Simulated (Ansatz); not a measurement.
GaSb: isotropic strain +1.00 %

The reference is GaSb in the zinc blende structure (space group F-43m, No. 216; a = 6.132 Å).

The change: an isotropic linear strain of +1.00 %; the atoms relax in the strained cell.

Computed with r2SCAN (Ansatz, a program for electronic structure), no SOC. Γ-centred 13×13×13 mesh, Fermi–Dirac width 0.05 eV.

```json
[
 {"quantity": "volume per atom", "base": "28.83 Å³", "changed": "29.70 Å³", "shift": "+0.87 Å³"},
 {"quantity": "space group", "base": "F-43m (No. 216)", "changed": "F-43m (No. 216)", "shift": "–"},
 {"quantity": "shortest interatomic distance", "base": "2.655 Å", "changed": "2.682 Å", "shift": "+0.027 Å"},
 {"quantity": "energy relative to the base (free energy F)", "base": "0 meV/atom", "changed": "+4.1 meV/atom", "shift": "+4.1 meV/atom"},
 {"quantity": "pressure", "base": "0.01 GPa", "changed": "-1.47 GPa", "shift": "-1.48 GPa"},
 {"quantity": "band gap", "base": "0.41 eV", "changed": "0.19 eV", "shift": "-0.22 eV"},
 {"quantity": "gap character", "base": "direct at Γ", "changed": "direct at Γ", "shift": "–"},
 {"quantity": "mean gap deformation potential ΔEg/Δln V", "base": "–", "changed": "-7.5 eV", "shift": "–"},
 {"quantity": "valley order (the lowest conduction-band minima on the path, energy above the VBM, named in the base's zone)", "base": "Γ 0.41 eV; L along ⟨111⟩ 0.68 eV; a point along ⟨100⟩, about 0.9 Å⁻¹ from Γ 1.10 eV", "changed": "Γ 0.19 eV; L along ⟨111⟩ 0.61 eV; a point along ⟨100⟩, about 0.9 Å⁻¹ from Γ 1.13 eV", "shift": "–"}
]
```

Final structure:

```
CELL_PARAMETERS angstrom
      0.00000     3.09684     3.09684
      3.09684     0.00000     3.09684
      3.09684     3.09684     0.00000
ATOMIC_POSITIONS crystal
  Ga 0.00000 0.00000 0.00000
  Sb 0.25000 0.25000 0.25000
```

Cost of the whole job for the changed cell (relaxation, final SCF and bands): around 60 core-seconds (rough).

Spin-orbit coupling, missing from the scalar runs, can matter with Sb. Whether these cells are dynamically stable was not tested. The zero or small gap of GaSb under isotropic strain +1.00 % can change with the level of theory.
